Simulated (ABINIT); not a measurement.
Worked example: band-structure calculation of YAl3 (Pm-3m, 4 atoms in the cell) in ABINIT.

Level of theory: LDA (PW92), norm-conserving pseudopotentials (PseudoDojo nc-sr-04 LDA standard) (plane waves; ABINIT 10.0.3).

Input as run:

```
# YAl3, PseudoDojo nc-sr-04 LDA standard
pp_dirpath "./"
pseudos "Y.upf, Al.upf"
acell 3*1.0 Angstrom
rprim
         4.2044140000    0.0000000000    0.0000000000
         0.0000000000    4.2044140000    0.0000000000
         0.0000000000    0.0000000000    4.2044140000
natom 4
ntypat 2
znucl 39 13
typat 1 2 2 2
xcart
         0.0000000000    0.0000000000    0.0000000000
         0.0000000000    2.1022070000    2.1022070000
         2.1022070000    0.0000000000    2.1022070000
         2.1022070000    2.1022070000    0.0000000000
      Angstrom
ecut 36 Ha
occopt 3
tsmear 0.00367493
nband 15
kptopt 1
ngkpt 6 6 6
nshiftk 1
shiftk 0 0 0
nstep 50
tolvrs1 1.0e-11
ndtset 2
prtden1 1
getden2 1
iscf2 -2
kptopt2 -5
ndivsm2 4
kptbounds2
       0.00000000  0.00000000  0.00000000  # G
       0.00000000  0.50000000  0.00000000  # X
       0.50000000  0.50000000  0.00000000  # M
       0.00000000  0.00000000  0.00000000  # G
       0.50000000  0.50000000  0.50000000  # R
       0.00000000  0.50000000  0.00000000  # X
nband2 19
nbdbuf2 2
tolwfr2 1.0e-12
prtwf 0
prtvol 1
```

Output (repeated stretches shortened):

```
--- !BeginCycle
solver: {iscf: 7, nstep: 50, nline: 4, wfoptalg: 0, }
tolerances: {tolvrs: 1.00E-11, }
...

     iter   Etot(hartree)      deltaE(h)  residm     vres2
 ETOT  1  -47.992229079770    -4.799E+01 7.133E-02 4.783E+01
 ETOT  2  -48.016799275203    -2.457E-02 5.574E-03 3.155E+00
 ETOT  3  -48.017041868898    -2.426E-04 5.161E-03 6.495E-01
 ETOT  4  -48.017111823625    -6.995E-05 1.783E-03 1.661E-02
 ETOT  5  -48.017113662127    -1.839E-06 1.466E-03 8.217E-04
 ETOT  6  -48.017113753065    -9.094E-08 6.529E-04 1.819E-07
 ETOT  7  -48.017113753150    -8.465E-11 6.526E-04 4.720E-07
 ETOT  8  -48.017113753196    -4.560E-11 5.103E-04 5.151E-09
 ETOT  9  -48.017113753197    -1.499E-12 4.493E-04 2.206E-11
 ETOT 10  -48.017113753198    -5.329E-13 3.020E-04 1.261E-13
 At SCF step   10       vres2   =  1.26E-13 < tolvrs=  1.00E-11 =>converged.

 Cartesian components of stress tensor (hartree/bohr^3)
  sigma(1 1)=  4.25314760E-05  sigma(3 2)=  0.00000000E+00
  sigma(2 2)=  4.25314760E-05  sigma(3 1)=  0.00000000E+00
  sigma(3 3)=  4.25314760E-05  sigma(2 1)=  0.00000000E+00

 ----iterations are completed or convergence reached----

   [... lines left out ...]
 Fermi (or HOMO) energy (hartree) =   0.30260   Average Vxc (hartree)=  -0.37870
total_energy        : -4.80171137531977E+01
-Cartesian components of stress tensor (GPa)         [Pressure= -1.2513E+00 GPa]
 Unit cell volume ucvol=  5.0154861E+02 bohr^3
   [... lines left out ...]
  4.03E-13  7.62E-13  9.55E-13  3.48E-13  7.38E-13  8.98E-13  8.17E-13  2.11E-13
  6.81E-13  8.42E-13  1.20E-09
 -1.2292E+00 -5.0504E-01 -5.0062E-01 -5.0062E-01  2.4708E-02  4.5725E-02
  2.3353E-01  2.3353E-01  2.3893E-01  3.0425E-01  3.4922E-01  3.4922E-01
  3.6315E-01  3.8176E-01  4.0326E-01  4.7936E-01  4.7936E-01  4.9298E-01
  5.5463E-01

 scprqt:  WARNING -
  nstep=   50 was not enough non-SCF iterations to converge;
  maximum residual=  1.032E-08 exceeds tolwfr=  1.000E-12

 ----iterations are completed or convergence reached----

 reduced coordinates (array xred) for    4 atoms
       0.000000000000      0.000000000000      0.000000000000
       0.000000000000      0.500000000000      0.500000000000
       0.500000000000      0.000000000000      0.500000000000
       0.500000000000      0.500000000000      0.000000000000

 Calculation completed.
```

The run ended unconverged in one of its stages. 

The starting cell comes from a database of computed structures (which also holds hypothetical and non-ambient phases and stackings), without a prior relaxation at this level. Its lattice was rescaled by a random factor within 2.5 % of one.
